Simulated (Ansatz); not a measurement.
Start from CsSnI$_{3}$ in the cubic perovskite structure (space group Pm-3m, No. 221; a = 6.0305 Å). Axes: x, y, z lie along the cube axes.

Computed with LDA/PAW in Ansatz (a first-principles code), no spin-orbit coupling.

For the base:

```
Quantity                        Result
-----------------------------  -------
Pressure                       0.0 GPa
Shortest interatomic distance  3.015 Å
```

One thing is altered: tensor shear ε_xy = +1.33 % (engineering shear γ = 0.0266), atoms relaxed at fixed cell.

Problem. What happens to the valley order?

Solution. The valley order (the lowest conduction-band minima on the path, energy above the VBM, named in the base's zone) amounts to R along [111] 0.03 eV; M along [101] 0.54 eV.

Problem. What does the calculation give for the pressure after the change?

Solution. The pressure (mean of the normal stresses, compression positive) remains 0.0 GPa.

Problem. What happens to the energy relative to the base?

Solution. The energy increases by 0.4 meV/atom.

Problem. What happens to the shortest interatomic distance?

Solution. The shortest interatomic distance remains 3.015 Å.

With I present, leaving out spin-orbit coupling can change the band edges. The cells carry an imposed strain or load. No phonon test of stability was made. All final runs are without spin polarisation. Many cubic perovskites are stable only at high temperature; tilts and polar distortions were not tested.
